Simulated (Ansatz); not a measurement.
An Ansatz (an electronic-structure program) run: Sn with a change (H interstitial (started 2.11 Å from the nearest host atom), symmetric start); r2SCAN (Ansatz; PAW; 500 eV plane waves; no spin-orbit coupling).

Input:

Ansatz 0.2 input:
```yaml
crystal:
  lattice:
    - [-5.8862236422, 5.8862236422, 0]
    - [0, -5.8862236422, 6.3674598852]
    - [8.8293354633, 2.9431118211, -1.5918649713]
  atoms:
    - { symbol: Sn, position: [0.5357142857, 0.2142857143, 0.3571428571] }
    - { symbol: Sn, position: [0.25, 0.5, 0.5] }
    - { symbol: Sn, position: [0.3928571429, 0.3571428571, 0.9285714286] }
    - { symbol: Sn, position: [0.9642857143, 0.7857142857, 0.6428571429] }
    - { symbol: Sn, position: [0.1071428571, 0.6428571429, 0.0714285714] }
    - { symbol: Sn, position: [0.6785714286, 0.0714285714, 0.7857142857] }
    - { symbol: Sn, position: [0.8214285714, 0.9285714286, 0.2142857143] }
    - { symbol: Sn, position: [0, 0, 0] }
    - { symbol: Sn, position: [0.7142857143, 0.2857142857, 0.1428571429] }
    - { symbol: Sn, position: [0.8571428571, 0.1428571429, 0.5714285714] }
    - { symbol: Sn, position: [0.4285714286, 0.5714285714, 0.2857142857] }
    - { symbol: Sn, position: [0.5714285714, 0.4285714286, 0.7142857143] }
    - { symbol: Sn, position: [0.1428571429, 0.8571428571, 0.4285714286] }
    - { symbol: Sn, position: [0.2857142857, 0.7142857143, 0.8571428571] }
    - { symbol: H, position: [0.3333333333, 0, 0] }
basis: { ecutwfc: 500, ecutrho_ratio: 4, xc_grid: 4, fft_grid_basis: typed }
kpoints: { mp_grid: { grid: [7, 7, 7] } }
hamiltonian:
  xc: r2scan
  dispersion: none
  pseudopotentials: { kind: paw }
scf: { occupations: { method: fermi_dirac, width: 0.05 }, convergence: { dr2_threshold: 0.0000000015 } }
relax: { f_tol: 0.02, max_steps: 45 }
output: { forces: true, stress: true }
checkpoint: { write: state.ck, write_every: 1000 }
```

Output (explanatory and most iteration lines left out):

```
Relaxation: its limit of steps is 45 (relax.max_steps)
Pseudopotential: Sn, paw, valence charge 14
Pseudopotential: H, paw, valence charge 1
Crystal: 15 atoms, lattice volume = 386.080 Å³
Basis set: ecut = 500 eV, 9805 PW (Γ), exchange–correlation on 256×256×288 points (64 copies of the dense FFT grid, shifted against one another)
Bands: 119, of which v1, the nominal top of the filled ones, is band 99 counted from 1 (98 counted from 0)
Symmetry: 2 space group operations
Space group: C2 (ITA 5), of the structure as read, at distance tolerance 7.3e-5 Å
k-points: 100 of 343 (time reversal used)
Functional: x = r2scan, c = r2scan; τ floored in thin density (d = 2e-4 eV/Å³)
SCF iter   1: F=—  HF=-84553.781398 eV  |F-HF|=—  |Δ(HF+E_count)|=         —  Δρ=5.67e-3  dr2=5.90e-2  dr2_τ=1.21e-2  ethr=1.77e-3  ⟨swp⟩=6.2  Hψ=46564  notcnv=0  defer=563
SCF iter   2: F=—  HF=-84553.919701 eV  |F-HF|=—  |Δ(HF+E_count)|=   1.38e-1  Δρ=2.62e-3  dr2=1.62e-2  dr2_τ=3.16e-4  ethr=2.99e-5  ⟨swp⟩=2.0  Hψ=24650  notcnv=0  defer=949
SCF 1 converged in 9 iterations: F = -84553.926166 eV  dr2 = 1.29e-9
relax step   1: F+E_penalty+E_count = -84553.92616558 eV  Δ(F+E_penalty+E_count) = +0.000e0 eV  max|allowed force component| = 3.494e-1 eV/Å  Δτ_max = 0.0000 Å  (9 SCF iters, accepted)
Crystal: 15 atoms, lattice volume = 386.080 Å³
SCF iter   1: F=—  HF=-84552.818441 eV  |F-HF|=—  |Δ(HF+E_count)|=         —  Δρ=5.22e-3  dr2=2.09e-1  dr2_τ=1.31e0  ethr=1.07e-4  ⟨swp⟩=1.6  Hψ=45870  notcnv=0  defer=819
SCF iter   2: F=—  HF=-84554.027076 eV  |F-HF|=—  |Δ(HF+E_count)|=    1.21e0  Δρ=3.25e-3  dr2=3.11e-2  dr2_τ=8.22e-4  ethr=1.06e-4  ⟨swp⟩=3.0  Hψ=25188  notcnv=0  defer=819
SCF 2 converged in 11 iterations: F = -84554.035958 eV  dr2 = 5.56e-10
relax step   2: F+E_penalty+E_count = -84554.03595803 eV  Δ(F+E_penalty+E_count) = -1.098e-1 eV  max|allowed force component| = 3.669e-1 eV/Å  Δτ_max = 0.1948 Å  (11 SCF iters, accepted)
Crystal: 15 atoms, lattice volume = 386.080 Å³
SCF iter   1: F=—  HF=-84553.850270 eV  |F-HF|=—  |Δ(HF+E_count)|=         —  Δρ=2.66e-3  dr2=2.61e-2  dr2_τ=2.39e-1  ethr=3.45e-4  ⟨swp⟩=5.3  Hψ=23360  notcnv=0  defer=957
SCF iter   2: F=—  HF=-84554.123708 eV  |F-HF|=—  |Δ(HF+E_count)|=   2.73e-1  Δρ=1.76e-3  dr2=1.13e-2  dr2_τ=1.50e-4  ethr=1.32e-5  ⟨swp⟩=2.0  Hψ=24580  notcnv=0  defer=948
SCF 3 converged in 10 iterations: F = -84554.124066 eV  dr2 = 4.89e-10
relax step   3: F+E_penalty+E_count = -84554.12406586 eV  Δ(F+E_penalty+E_count) = -8.811e-2 eV  max|allowed force component| = 3.214e-1 eV/Å  Δτ_max = 0.1677 Å  (10 SCF iters, accepted)
Crystal: 15 atoms, lattice volume = 386.080 Å³
SCF iter   1: F=—  HF=-84554.134054 eV  |F-HF|=—  |Δ(HF+E_count)|=         —  Δρ=3.10e-3  dr2=3.61e-2  dr2_τ=6.69e-2  ethr=1.18e-4  ⟨swp⟩=5.8  Hψ=30908  notcnv=0  defer=987
SCF iter   2: F=—  HF=-84554.217386 eV  |F-HF|=—  |Δ(HF+E_count)|=   8.33e-2  Δρ=2.03e-3  dr2=1.42e-2  dr2_τ=1.24e-4  ethr=1.83e-5  ⟨swp⟩=2.0  Hψ=17619  notcnv=0  defer=987
SCF 4 converged in 10 iterations: F = -84554.217202 eV  dr2 = 1.57e-10
relax step   4: F+E_penalty+E_count = -84554.21720212 eV  Δ(F+E_penalty+E_count) = -9.314e-2 eV  max|allowed force component| = 1.808e-1 eV/Å  Δτ_max = 0.1988 Å  (10 SCF iters, accepted)
Crystal: 15 atoms, lattice volume = 386.080 Å³
SCF iter   1: F=—  HF=-84554.148181 eV  |F-HF|=—  |Δ(HF+E_count)|=         —  Δρ=3.37e-3  dr2=3.78e-2  dr2_τ=9.30e-2  ethr=1.88e-4  ⟨swp⟩=5.5  Hψ=27608  notcnv=0  defer=980
SCF iter   2: F=—  HF=-84554.263949 eV  |F-HF|=—  |Δ(HF+E_count)|=   1.16e-1  Δρ=2.16e-3  dr2=1.55e-2  dr2_τ=1.60e-4  ethr=1.92e-5  ⟨swp⟩=2.0  Hψ=17623  notcnv=0  defer=980
SCF 5 converged in 10 iterations: F = -84554.263604 eV  dr2 = 2.70e-10
relax step   5: F+E_penalty+E_count = -84554.26360446 eV  Δ(F+E_penalty+E_count) = -4.640e-2 eV  max|allowed force component| = 1.120e-1 eV/Å  Δτ_max = 0.1953 Å  (10 SCF iters, accepted)
Crystal: 15 atoms, lattice volume = 386.080 Å³
[...]
  atom   3  Sn    -0.00178794    -0.00220048     0.00185057
  atom   4  Sn    -0.00006822     0.00477390     0.00038212
  atom   5  Sn     0.00220048     0.00178794    -0.00185057
  atom   6  Sn    -0.00017116    -0.00249777    -0.00257801
  atom   7  Sn     0.00249777     0.00017116     0.00257801
  atom   8  Sn     0.00180976    -0.00180976     0.00000000
  atom   9  Sn     0.00340708    -0.00046204    -0.00779250
  atom  10  Sn    -0.00150201    -0.00127088     0.00413204
  atom  11  Sn     0.00161337     0.00091305    -0.00241066
  atom  12  Sn    -0.00091305    -0.00161337     0.00241066
  atom  13  Sn     0.00127088     0.00150201    -0.00413204
  atom  14  Sn     0.00046204    -0.00340708     0.00779250
  atom  15  H     -0.00297332     0.00297332    -0.00000000
--- Stress (GPa, compression-positive) ---
        0.658170       0.027752      -0.021682
        0.027752       0.658170      -0.021682
       -0.021682      -0.021682       2.255172
  P = ⅓ Tr σ = 1.1905 GPa (11.905 kbar)
--- Relaxed structure (7 steps of the walk, 7 accepted, 0 SCFs on fresh bases) ---
  atoms:
    - { symbol: Sn, position: [0.5345915884080702, 0.22336118483723977, 0.368569630518362] }
    - { symbol: Sn, position: [0.24326939857730226, 0.5000000000000001, 0.5] }
    - { symbol: Sn, position: [0.3773104316165118, 0.3515229879793512, 0.922594302343399] }
    - { symbol: Sn, position: [0.9426607730524685, 0.7766388151627605, 0.6314303694816381] }
    - { symbol: Sn, position: [0.10319314129376161, 0.648477012020649, 0.07740569765660099] }
    - { symbol: Sn, position: [0.6754716475062367, 0.0738011490488597, 0.7906807351184719] }
    - { symbol: Sn, position: [0.8109897633389053, 0.9261988509511403, 0.20931926488152802] }
    - { symbol: Sn, position: [-0.00228206672276064, 5.951831499530651e-19, 8.667977155314224e-19] }
    - { symbol: Sn, position: [0.7425746927073539, 0.33167824152296205, 0.16012670880310628] }
    - { symbol: Sn, position: [0.8212368804438726, 0.11098895631716169, 0.5538721506319332] }
    - { symbol: Sn, position: [0.41021644153569725, 0.5598175071561597, 0.2776884479734242] }
    - { symbol: Sn, position: [0.5727104864061134, 0.4401824928438404, 0.7223115520265758] }
    - { symbol: Sn, position: [0.1563757734947776, 0.8890110436828383, 0.44612784936806665] }
    - { symbol: Sn, position: [0.2507697423812858, 0.668321758477038, 0.839873291196894] }
    - { symbol: H, position: [0.4442446392604048, -6.205851838329294e-18, -3.102925919164647e-18] }
```

The cell is small, so the values are those of an ordered compound at a high defect concentration; dilute-limit values will differ. The defect started on the symmetric site and kept its symmetry, so it may sit on a saddle. The final runs are not spin-polarised. The cell was made from Sn (space group I4_1/amd, No. 141) by this change: H interstitial (started 2.11 Å from the nearest host atom). The defect cell is not spin-polarised.
